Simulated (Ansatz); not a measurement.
Al, pressure series

Start from Al in the fcc (Cu type) structure (space group Fm-3m, No. 225).

```
Al
1.0
    0.00000     1.99140     1.99140
    1.99140     0.00000     1.99140
    1.99140     1.99140     0.00000
Al
1
Direct
  0.00000   0.00000   0.00000
```

Cell and atoms are relaxed at each pressure.

Computed with LDA/PAW in Ansatz (a program for electronic structure), no spin-orbit coupling.

```json
[
 {"pressure (GPa)": "-2", "volume per atom (Å³/atom)": "16.203"},
 {"pressure (GPa)": "-1", "volume per atom (Å³/atom)": "15.990"},
 {"pressure (GPa)": "0", "volume per atom (Å³/atom)": "15.795"},
 {"pressure (GPa)": "0.9", "volume per atom (Å³/atom)": "15.630"},
 {"pressure (GPa)": "2.1", "volume per atom (Å³/atom)": "?"},
 {"pressure (GPa)": "4.5", "volume per atom (Å³/atom)": "15.047"},
 {"pressure (GPa)": "15", "volume per atom (Å³/atom)": "13.839"},
 {"pressure (GPa)": "22.5", "volume per atom (Å³/atom)": "13.211"},
 {"pressure (GPa)": "30", "volume per atom (Å³/atom)": "12.697"}
]
```

Problem. Fit the third-order Birch–Murnaghan form P(V) = (3B₀/2)[(V₀/V)^(7/3) − (V₀/V)^(5/3)]·[1 + (3/4)(B₀′ − 4)((V₀/V)^(2/3) − 1)] (squares taken in P) to the rows shown and predict the withheld row.

Solution. Least squares on the printed values gives V₀ = 15.795 Å³/atom, B₀ = 84.3 GPa, B₀′ = 4.5; this predicts 15.426 Å³/atom, and the run gives 15.423 Å³/atom, 0.003 lower.

Measured bulk modulus of Al: 80.8 GPa (static lattice; corrected from measurement; as listed in H. Levämäki et al., Physical Review B (2014)); the computed value is 4 % above it.

Load acts through the strain it causes; cell and atoms are relaxed under it. Stability against distortions was not tested. Competing high-pressure phases were not computed.
